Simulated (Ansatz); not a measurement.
The reference is TiO$_{2}$ in the anatase structure (space group I4_1/amd, No. 141; a = 3.799 Å, c = 9.701 Å).

Computed with DFT with PBE, PAW potentials and a 420 eV plane-wave cutoff in Ansatz (an electronic-structure program), no spin-orbit coupling.

For the base:

- Smallest direct gap = 2.43 eV
- Band gap = 2.13 eV
- Shortest interatomic distance = 1.946 Å
- Width of the top valence band = 0.84 eV

One thing is altered: a hydrostatic pressure of 15 GPa.

Problem. Estimate the effect on the smallest direct gap.

Solution. The smallest direct gap grows by 0.06 eV (2.43 eV → 2.49 eV).

Problem. What does the calculation give for the band gap after the change?

Solution. The band gap falls by 0.13 eV to 2.00 eV.

Problem. What does the calculation give for the shortest interatomic distance after the change?

Solution. The shortest interatomic distance drops by 0.037 Å to 1.909 Å.

Problem. Predict the new width of the top valence band.

Solution. The width of the top valence band grows by 0.16 eV (0.84 eV → 1.00 eV).

Load acts through the strain it causes; cell and atoms are relaxed under it. Stability against distortions was not tested. Competing high-pressure phases were not computed. All final runs are without spin polarisation.
